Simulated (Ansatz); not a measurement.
An Ansatz (a program for electronic structure) input (Ansatz r2SCAN, spin-orbit coupling left out, earlier PAW set):

Ansatz 0.2 input:
```yaml
crystal:
  lattice:
    - [3.7580568777, 0, 0]
    - [1.8790284388, 3.2545727249, 0]
    - [0, 0, 28.807982662]
  atoms:
    - { symbol: Si, position: [0.6666666667, 0.1666666667, 0.2603445055] }
    - { symbol: Co, position: [0.3333333333, -0.1666666667, 0.2869728938] }
    - { symbol: Si, position: [1, 0.5, 0.313601282] }
    - { symbol: Si, position: [1.3333333333, -0.1666666667, 0.3668580586] }
    - { symbol: Co, position: [1, -0.5, 0.3934864469] }
    - { symbol: Si, position: [1.6666666667, 0.1666666667, 0.4201148352] }
    - { symbol: Si, position: [2, -0.5, 0.4733716117] }
    - { symbol: Co, position: [1.6666666667, -0.8333333333, 0.5] }
    - { symbol: Si, position: [2.3333333333, -0.1666666667, 0.5266283883] }
    - { symbol: Si, position: [2.6666666667, -0.8333333333, 0.5798851648] }
    - { symbol: Co, position: [2.3333333333, -1.1666666667, 0.6065135531] }
    - { symbol: Si, position: [3, -0.5, 0.6331419414] }
    - { symbol: Si, position: [3.3333333333, -1.1666666667, 0.686398718] }
    - { symbol: Co, position: [3, -1.5, 0.7130271062] }
    - { symbol: Si, position: [3.6666666667, -0.8333333333, 0.7396554945] }
basis: { ecutwfc: 500, ecutrho_ratio: 4, xc_grid: 4, fft_grid_basis: typed }
kpoints: { mp_grid: { grid: [14, 14, 1] } }
hamiltonian:
  xc: r2scan
  dispersion: none
  pseudopotentials: { azcp: { folder: ./paw }, kind: paw }
scf: { occupations: { method: fermi_dirac, width: 0.05 }, convergence: { dr2_threshold: 0.0000000015 } }
relax: { f_tol: 0.01, max_steps: 50 }
output: { forces: true, stress: true }
checkpoint: { write: state.ck, write_every: 1000 }
```

Problem. Which symmetry and how many k-points will the program report, and about how many plane waves at Γ?

Solution. Space group P-3m1 (ITA 164) with 12 operations, k-points 24 of 196, and 8889 plane waves at Γ.

Stability against distortions was not tested. All final runs are without spin polarisation. The cell was made from CoSi₂ (space group Fm-3m, No. 225; non-magnetic) by this change: a free-standing slab of 5 layers (15 atoms, 3 a layer) is cut normal to [111], with 15 Å of vacuum and the in-plane cell held at bulk.
